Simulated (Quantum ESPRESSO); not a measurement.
A working Quantum ESPRESSO input for PbSeO4 (P2_1/c, 24 atoms in the cell) (DFT, PBEsol, plane waves, GBRV 1.5 ultrasoft (PBESOL) pseudopotentials):

```fortran
&control
    calculation = 'scf'
    prefix = 'scf'
    outdir = './tmp'
    pseudo_dir = './'
    tprnfor = .true.
    tstress = .true.
/
&system
    ibrav = 0
    nat = 24
    ntyp = 3
    ecutwfc = 40
    ecutrho = 200
    occupations = 'fixed'
    nbnd = 92
/
&electrons
    conv_thr = 1.0d-10
/
ATOMIC_SPECIES
Pb   207.2000  pb_pbesol_v1.uspp.F.UPF
Se    78.9710  se_pbesol_v1.uspp.F.UPF
O     15.9990  o_pbesol_v1.2.uspp.F.UPF
ATOMIC_POSITIONS angstrom
Pb   -0.203227342    4.817166833    1.986769526
Pb    1.857916342    2.616503167    5.002007474
Pb    4.519396842    1.100331833    1.507618974
Pb   -2.864707842    6.333338167    5.481158026
Se    3.168246919    4.938186981    2.129759903
Se   -1.513557919    2.495483019    4.859017097
Se    1.147922581    1.221351981    1.364628597
Se    0.506766419    6.212318019    5.624148403
O     2.207260871    5.265491471    0.825863778
O    -0.552571871    2.168178529    6.162913222
O     2.108908629    1.548656471    2.668524722
O    -0.454219629    5.885013529    4.320252278
O     2.057591011    4.525618296    3.305551745
O    -0.402902011    2.908051704    3.683225254
O     2.258578489    0.808783296    0.188836755
O    -0.603889489    6.624886704    6.799940246
O     1.608333468    7.403191953    5.328872575
O     0.046355532    0.030478047    1.659904425
O    -2.615124968    3.686356953    5.154292925
O     4.269813968    3.747313047    1.834484075
O     1.353073380    4.890091136    6.167246264
O     0.301615619    2.543578864    0.821530736
O    -2.359864881    1.173256136    4.315919236
O     4.014553881    6.260413864    2.672857764
K_POINTS automatic
4 3 3  0 0 0
CELL_PARAMETERS angstrom
   6.977650000     0.000000000     0.000000000
   0.000000000     7.433670000     0.000000000
  -5.322961000     0.000000000     6.988777000
```

The run converged in 16 iterations: free energy E − TS -18283.3367 eV; top of the valence band (on the code's own zero) 5.14 eV; gap on the k-point mesh 3.50 eV; pressure 0.11 GPa; largest force (vector length) 0.300 eV/Å. Each of these slips is then made, one at a time:

(1)
```diff
-    ntyp = 3
+    ntyp = 4
```

(2)
```diff
-    pseudo_dir = './'
+    pseudo_dir = './pp'
```

Question: How does each altered input end?

Answer: 
(1) A species count that does not match the list of species. The program stopped before any SCF iteration.
```
Error in routine  card_atomic_species (5010):
cannot read atomic specie from: ATOMIC_POSITIONS angstrom
```

(2) A wrong folder for the potentials. The program stopped before any SCF iteration.
```
Error in routine readpp (1):
file ./pp/pb_pbesol_v1.uspp.F.UPF not found
```

The starting cell comes from a database of computed structures (which also holds hypothetical and non-ambient phases and stackings), without a prior relaxation at this level. Spin-orbit coupling is off.

Left out of this page: 4 runs of the series outside the window shown, repeating another row's setting, or not comparable.
